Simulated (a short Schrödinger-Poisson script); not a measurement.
Solved with a short Schrödinger-Poisson script written for these runs: one-band effective-mass equation with BenDaniel-Duke matching, electrons, heavy and light holes apart, hard walls at the outer ends, one valence edge for both holes (no strain splitting), no charge, excitons, band mixing or non-parabolicity; under a field the levels are quasi-bound states of a box, listed while three quarters of their weight lies within 4 nm of the wells.

Structure: single InAs/In0.52Al0.48As quantum well.

From the first side: 20 nm In0.52Al0.48As; 10 nm InAs; 20 nm In0.52Al0.48As.

The device is made up for the run: typed textbook-type constants, with dimensions and the other settings drawn at random. InAs: direct gap (eV) 0.45, conduction-band edge (eV) 0, electron mass (mₑ) 0.03, heavy-hole mass 0.35, light-hole mass 0.035. In0.52Al0.48As: direct gap (eV) 1.45, conduction-band edge (eV) 0.75, electron mass (mₑ) 0.075, heavy-hole mass 0.41, light-hole mass 0.09.

The valence-band edge of each layer lies one gap below its conduction-band edge. The electron's potential energy rises along the stack by the applied field. Mesh 0.03 nm at interfaces.

### Question
Give the shift of e1-hh1 at 71.2 kV/cm (meV); the hh1 − lh1 (meV); the e1-hh1 transition at zero applied field (eV).

### Answer
shift of e1-hh1 at 71.2 kV/cm (meV): -9.2; hh1 − lh1 (meV): 31.9; e1-hh1 transition at zero applied field (eV): 0.522. Excitons are left out, and strain enters only through the typed gaps and offsets, so measured lines lie elsewhere.
